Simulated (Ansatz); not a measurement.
CdSe, response to strain

Start from CdSe in the wurtzite structure (space group P6_3mc, No. 186; a = 4.3400 Å, c = 7.0780 Å). Axes: x lies along a and z along c of the hexagonal cell.

Strains are applied to the cell and any free atomic positions relax; under biaxial strain the out-of-plane vector relaxes too.

The values are results of Kohn–Sham DFT with the r2SCAN functional, run in Ansatz (a program for electronic structure) with PAW and 500 eV plane waves, no spin-orbit coupling, not measurements.

| change | band gap | width of the top valence band | space group |
|---|---|---|---|
| base | 1.11 eV | 1.67 eV | P6_3mc (No. 186) |
| biaxial strain −4.42 %, plane normal [001], relaxed out of plane | 0.93 eV | 2.00 eV | P6_3mc (No. 186) |
| biaxial strain −3.28 %, plane normal [001], relaxed out of plane | 1.00 eV | 1.88 eV | P6_3mc (No. 186) |
| biaxial strain −2.15 %, plane normal [001], relaxed out of plane | 1.05 eV | 1.79 eV | P6_3mc (No. 186) |
| biaxial strain −0.81 %, plane normal [001], relaxed out of plane | 1.09 eV | 1.72 eV | P6_3mc (No. 186) |
| biaxial strain +0.68 %, plane normal [001], relaxed out of plane | 1.10 eV | (withheld) | P6_3mc (No. 186) |
| biaxial strain +3.38 %, plane normal [001], relaxed out of plane | 0.95 eV | 1.61 eV | P6_3mc (No. 186) |
| isotropic strain +0.76 % | 1.05 eV | 1.60 eV | P6_3mc (No. 186) |
| uniaxial strain ε_xx = −1.12 % | 1.10 eV | – | Cmc2_1 (No. 36) |
| tensor shear ε_yz = +1.83 % | 1.05 eV | – | Cm (No. 8) |

Task: Some entries are withheld; estimate them.

Result: 
- biaxial strain +0.68 %, plane normal [001], relaxed out of plane, width of the top valence band: 1.63 eV

No phonon test of stability was made.
